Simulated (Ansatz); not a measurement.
We consider Sb (model structure, started from the C4 type, I4₁32, No. 214, 4 atoms in the cell), described by PBEsol in Ansatz (plane waves, PAW).

Excerpt of the program's output:

```
WARN output.stress: scf.convergence.dr2_threshold = 1e-7 eV (the SCF's general default) is looser than the 4e-10 eV advised for a printed stress (1e-10 eV for …
Relaxation: its limit of steps is 80 (relax.max_steps)
Crystal: 4 atoms, lattice volume = 249.000 Å³
Basis set: ecut = 520 eV, 6699 PW (Γ), exchange–correlation on 108×108×108 points (8 copies of the dense FFT grid, shifted against one another)
Bands: 36, of which v1, the nominal top of the filled ones, is band 30 counted from 1 (29 counted from 0)
Symmetry: 24 space group operations
Space group: I4132 (ITA 214), of the structure as read, at distance tolerance 6.3e-5 Å
k-points: 72 of 1728 (time reversal used)
Functional: x = pbesol(κ = 0.804, μ = 0.12345679012345678), c = pbesol(β = 0.046)
SCF iter   1: F=—  HF=-25629.038745 eV  |F-HF|=—  |Δ(HF+E_count)|=         —  Δρ=2.81e-3  dr2=2.68e-2
SCF iter   2: F=—  HF=-25629.032460 eV  |F-HF|=—  |Δ(HF+E_count)|=   6.28e-3  Δρ=7.28e-4  dr2=1.31e-3
  ...
SCF iter   5: F=—  HF=-25629.032999 eV  |F-HF|=—  |Δ(HF+E_count)|=   3.42e-5  Δρ=1.62e-5  dr2=4.89e-7
SCF iter   6: F=-25629.033000 eV  HF=-25629.033000 eV  |F-HF|=4.35e-9  |Δ(HF+E_count)|=   7.34e-7  Δρ=3.30e-6  dr2=1.78e-8
SCF 1 converged in 6 iterations: F = -25629.033000 eV  dr2 = 1.78e-8
relax step   1: F+E_penalty+E_count = -25629.03299981 eV  Δ(F+E_penalty+E_count) = +0.000e0 eV  max|allowed force component| = 4.973e-17 eV/Å  Δτ_max = 0.0000 Å  (6 SCF iters, accepted)
SCF converged after 6 iterations
Free energy (F): -25629.033000 eV
Internal energy: -25628.998508 eV  (E = F + TS)
E sigma→0 (E₀):  -25629.015754 eV
Fermi energy:    2.024215 eV
--- Forces (eV/Å), atoms counted from 1 ---
  atom   1  Sb     0.00000000    -0.00000000    -0.00000000
  atom   2  Sb    -0.00000000     0.00000000     0.00000000
  atom   3  Sb     0.00000000     0.00000000     0.00000000
  atom   4  Sb     0.00000000     0.00000000    -0.00000000
--- Stress (GPa, compression-positive) ---
        0.445307       0.000000       0.000000
       -0.000000       0.445307       0.000000
        0.000000       0.000000       0.445307
  P = ⅓ Tr σ = 0.4453 GPa (4.453 kbar)
```

Q: Write an input file that could have produced this run (the log leaves some choices open).

A: Several could match; the one computed here: 
Ansatz 0.2 input:
```yaml
crystal:
  lattice:
    - [-3.9632048557, 3.9632048557, 3.9632048557]
    - [3.9632048557, -3.9632048557, 3.9632048557]
    - [3.9632048557, 3.9632048557, -3.9632048557]
  atoms:
    - { symbol: Sb, position: [0.0, 0.25, 0.5] }
    - { symbol: Sb, position: [0.25, 0.5, 0.0] }
    - { symbol: Sb, position: [0.5, 0.0, 0.25] }
    - { symbol: Sb, position: [0.25, 0.25, 0.25] }
basis:
  ecutwfc: 520
  ecutrho_ratio: 4
  xc_grid: 2
kpoints:
  mp_grid: { grid: [12, 12, 12] }
hamiltonian:
  xc: pbesol
  dispersion: none
  pseudopotentials: { kind: paw }
scf:
  occupations: { method: fermi_dirac, width: 0.05 }
output:
  forces: true
  stress: true
  eigenvalues: true
relax:
  f_tol: 0.004
  escape_saddle: false
  max_steps: 80
```

The cell is one volume of an energy–volume scan, off the minimum.

The PAW data were made under PBE.

Note: the relaxation could raise the start's symmetry but not lower it, so the cell can be a saddle point.

The result took very roughly 90 core-seconds.

A model structure was made by putting elements into a prototype or built by hand; it is no filed structure, need not be a known phase, and can be a saddle point held by its symmetry.

Ansatz is a program for electronic structure.
